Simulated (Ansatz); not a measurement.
Take Cs$_{2}$O$_{2}$ (space group Immm, No. 71; a = 4.315 Å, b = 6.460 Å, c = 7.547 Å; a cell from a computed database, its experimental status unchecked; with O–O pairs, as in a peroxide) as the base.

Levels (all Ansatz, a quantum-chemistry and plane-wave program, PAW): r2SCAN (500 eV, no spin-orbit coupling); HSE06 (420 eV, scalar-relativistic without spin-orbit coupling).

The geometry is relaxed with r2SCAN.

```
Quantity          Result
---------------  -------
r2SCAN band gap  2.14 eV
```

With HSE06 at the same geometry, the band gap goes up by 1.007 eV, from 2.14 eV to 3.14 eV.

Single points use the geometry relaxed with r2SCAN. HSE06 was sampled on its mesh, a few special points and the semilocal edge points, so its gap is an upper bound. Stability against distortions was not tested.
